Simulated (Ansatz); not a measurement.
MoSi2, response to strain

Base system: MoSi₂ (space group I4/mmm, No. 139).

```xyz
3
Lattice="-1.6009 1.6009 3.9093 1.6009 -1.6009 3.9093 1.6009 1.6009 -3.9093" Properties=species:S:1:pos:R:3 pbc="T T T"
Mo     0.0000     0.0000     0.0000
Si     0.0000     0.0000     2.6216
Si     0.0000     0.0000     5.1970
```

Cartesian axes are those of the cell as printed.

Strains are applied to the cell and any free atomic positions relax; under biaxial strain the out-of-plane vector relaxes too; under stress the whole cell relaxes.

Method: Ansatz (a quantum-chemistry and plane-wave program), r2SCAN, PAW, cutoff 500 eV, without spin-orbit coupling.

Notes on the quantities. energy relative to the base: free energy F.

| change | energy relative to the base | shortest interatomic distance |
|---|---|---|
| base | 0 meV/atom | 2.575 Å |
| biaxial strain +2.18 %, plane normal [001], relaxed out of plane | +19 meV/atom | 2.552 Å |
| isotropic strain −5.83 % | +0.344 eV/atom | 2.452 Å |
| uniaxial strain ε_yy = −1.24 % | (withheld) | (withheld) |
| uniaxial stress, 1 GPa compression along x | +0.1 meV/atom | 2.577 Å |
| uniaxial stress, 0.5 GPa compression along z | 0.0 meV/atom | 2.573 Å |

**Question.** What belongs in the blanks?

**Answer.** 
- uniaxial strain ε_yy = −1.24 %, energy relative to the base: +2.7 meV/atom
- uniaxial strain ε_yy = −1.24 %, shortest interatomic distance: 2.578 Å

The mesh was chosen for an insulator and is coarse for the gapless case. Without a gap, meshes like the base's 14×14×14 leave anisotropic stresses uncertain by several tenths of a GPa, and small strain energies with them. Stability under load was not tested beyond the relaxation. All final runs are without spin polarisation.
